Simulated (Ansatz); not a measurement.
Base system: Ta in the bcc (W type) structure (space group Im-3m, No. 229; relaxed with 0.1 eV smearing).

```
Ta
1.0
   -1.65317     1.65317     1.65317
    1.65317    -1.65317     1.65317
    1.65317     1.65317    -1.65317
Ta
1
Direct
  0.00000   0.00000   0.00000
```

Cartesian axes are those of the cell as printed.

All numbers come from r2SCAN/PAW in Ansatz (a quantum-chemistry and plane-wave program), no spin-orbit coupling, earlier PAW set.

Perturbation: every lattice vector is shortened by 1.22 %, atoms relaxed at fixed cell.

Question: Predict the stress tensor and what it implies for the stiffness.

Answer: Stress of the strained cell less that of the base (GPa, compression positive):
```
    7.9     0.0     0.0
    0.0     7.9     0.0
    0.0     0.0     7.9
```

Then B = −ΔP/(ΔV/V₀) with ΔV/V₀ = -0.0362 gives secant stiffness values (nonlinear terms included at this strain): B ≈ 219 GPa.

As a check, the harmonic strain energy −½ V₀ Δσ:ε is 16 meV/atom; the computed energy rise is 16 meV/atom.

Stability against distortions was not tested. All final runs are without spin polarisation.
